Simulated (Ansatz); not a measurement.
Consider CdTe in the zinc blende structure (space group F-43m, No. 216; a = 6.489 Å).

The values are results of Ansatz (a program for electronic structure) PBEsol, spin-orbit coupling left out, not measurements.

For the base:

The electron mass is 0.055 mₑ (at Γ). The hole mass comes out as 0.056, 0.51, 0.51 mₑ (at Γ).

The change: every Te is replaced by Se; the structure is relaxed again.

Tabulated Pauling electronegativity and covalent radius: Te 2.10, 1.38 Å; Se 2.55, 1.20 Å.

**Question.** What does the calculation give for the electron mass and hole mass after the change?

**Answer.** The electron mass goes from 0.055 mₑ (at Γ) to 0.049 mₑ (at Γ); the hole mass (degenerate bands, along [100]) goes from 0.056, 0.51, 0.51 mₑ (at Γ) to 0.050, 0.66, 0.66 mₑ (at Γ).

Spin-orbit coupling, missing from the scalar runs, can matter with Te. The levels and masses belong to the bands next to the band gap. Masses are band curvatures over ±0.01 Å⁻¹ around the edge. Stability against distortions was not tested.
